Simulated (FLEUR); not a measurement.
Input and output of a self-consistent single point for Nb2AsC (P6_3/mmc, 8 atoms in the cell) (FLEUR).

Method of the run: PBEsol, all-electron FLAPW (FLEUR), scalar-relativistic valence in FLEUR.

```
Nb2AsC
1.0
    3.32535     0.00000     0.00000
   -1.66267     2.87983     0.00000
    0.00000     0.00000    11.81861
Nb As C
4 2 2
Direct
  0.33333   0.66667   0.40533
  0.66667   0.33333   0.59467
  0.66667   0.33333   0.90533
  0.33333   0.66667   0.09467
  0.66667   0.33333   0.25000
  0.33333   0.66667   0.75000
  0.00000   0.00000   0.50000
  0.00000   0.00000   0.00000
```

Reference input (self-consistent single point, DFT, LDA (Vosko-Wilk-Nusair), all-electron FLAPW (FLEUR), scalar-relativistic valence): Kmax = 4.3 1/bohr; GmaxXC = 17.2 1/bohr; xcFunctional = vwn; jspins = 1; l_soc = F; mode = hist; fermiSmearingEnergy = 0.00367493 Htr; mesh (inpgen div1-3) = 8 8 2; inpgen gamma flag = true; Gmax = 17.2 1/bohr; numbands = 0; maxIterBroyd = 99. This run's input differs from it in these lines:

```diff
@@ -20,3 +20,3 @@
 &comp jspins=1 /
-&exco xctyp='vwn' /
+&exco xctyp='PBEs' /
 &kpt div1=8 div2=8 div3=2 gamma=t /
@@ -33,3 +33,3 @@
       <coreElectrons ctail="T" frcor="F" kcrel="0" coretail_lmax="0"/>
-      <xcFunctional name="vwn" relativisticCorrections="F"/>
+      <xcFunctional name="PBEs" relativisticCorrections="F"/>
       <magnetism jspins="1"/>
```

Output, abridged:

```
 Iteration:     1   Distance:      22.54949788 me/bohr^3
 Iteration:     2   Distance:      18.96798133 me/bohr^3
 Iteration:     3   Distance:       7.29603983 me/bohr^3
 Iteration:     4   Distance:       6.20358371 me/bohr^3
 Iteration:     5   Distance:       3.94304635 me/bohr^3
   [... 9 lines left out ...]
 Iteration:    15   Distance:       0.00034093 me/bohr^3
 Iteration:    16   Distance:       0.00017138 me/bohr^3
 Iteration:    17   Distance:       0.00005417 me/bohr^3
 Iteration:    18   Distance:       0.00000616 me/bohr^3
 Reset of history
 Run finished successfully
 Stop message:
   Structural relaxation: new displacements generated

[file out, last iteration]
             iter=     19
[...]
          total density-effective poten   -3.2167386516E+04
          total charge density-energy d   -6.4310089313E+02
 Updated energy parameters for spin:           1
[...]
 fermi energy and band-weighting factors:

[...]
FERMIE:
          first approx. to ef    (T=0)  :   0.519285 htr   (energy of the highest occ. eigenvalue)
          number of occ. states  (T=0)  :        903
          first approx. to seigv (T=0)  : -31.247099 htr
          sum of weights of occ. states :  45.023438
          sum of semicore charge        :   0.000000 e
FERHIS:  Fermi-Energy by histogram:
          bandgap                     :   0.003643 htr
   [... lines left out ...]
          charge neutrality (T=0)     :   0.046875    (zero if the highest occ. eigenvalue is "entirely" occupied)
     EF_NEWTON:  Adjust Fermi-Energy by Newton-Method.
 Direct bandgap for spin            1 :    1.8600116951870582E-002  Htr
 ---->    free energy=                    -19868.6770017385 htr
   [... lines left out ...]
 TOTAL FORCE FOR ATOM TYPE=  1  X=  3.142   Y= -1.814   Z=  9.053
                       FX_TOT= 0.000000 FY_TOT= 0.000000 FZ_TOT= 0.002818
 TOTAL FORCE FOR ATOM TYPE=  2  X= -3.142   Y=  1.814   Z=  5.583
                       FX_TOT= 0.000000 FY_TOT= 0.000000 FZ_TOT= 0.000000
 TOTAL FORCE FOR ATOM TYPE=  3  X=  0.000   Y=  0.000   Z= 11.167
                       FX_TOT= 0.000000 FY_TOT= 0.000000 FZ_TOT= 0.000000
```

The run converged in 18 iterations. FLEUR gives forces in its relaxation mode, with a further iteration, so its stop message speaks of a relaxation. Against the reference run the largest force goes from 0.225 to 0.145 eV/Å.

The starting cell comes from a database of computed structures (which also holds hypothetical and non-ambient phases and stackings), without a prior relaxation at this level. Its lattice was rescaled by a random factor within 2.5 % of one. Spin polarisation is off. Values depend on the basis (sphere radii, cutoffs, local orbitals), which need not be converged. The log's line on a gap gives a spacing of levels on this mesh, which the program prints for metals too.

Cost on one core of a shared machine: roughly 3 min.
